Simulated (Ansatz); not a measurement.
Functionals compared on a constructed model of the (100) surface of fcc Rh, a pseudomorphic layer of Cr in the host's stacking (bottom of the slab: a bare face, its two planes held), in Ansatz (plane waves, PAW). The structure was relaxed with PBE; the other rows are single points on it. Cutoff 420 eV.

Set-up: 7 atoms, 11.8 Å thick at the start; mesh 14x14x1; 0.1 eV smearing; dipole correction on; 2 atoms held, the rest relaxed; held to the start's symmetry, so lower structures may exist; spin-polarised, ending with about 3.3 μB a cell; orders that need a larger cell were not tried, no spin-orbit, no U. It is one candidate, not shown to be the stable structure of the face. These notes are the PBE run's.

| functional | work function of the top face (eV) | magnetic moment of the cell (μB) | rough cost of the single point |
|---|---|---|---|
| PBE | 3.93 | 3.30 | – |
| RPBE | [?] | 3.40 | about 90 core-seconds (a rough figure) |

Task: Some entries are withheld; supply them.

Result: 
- RPBE, work function of the top face (eV): 3.78

Ansatz is a program for electronic structure.
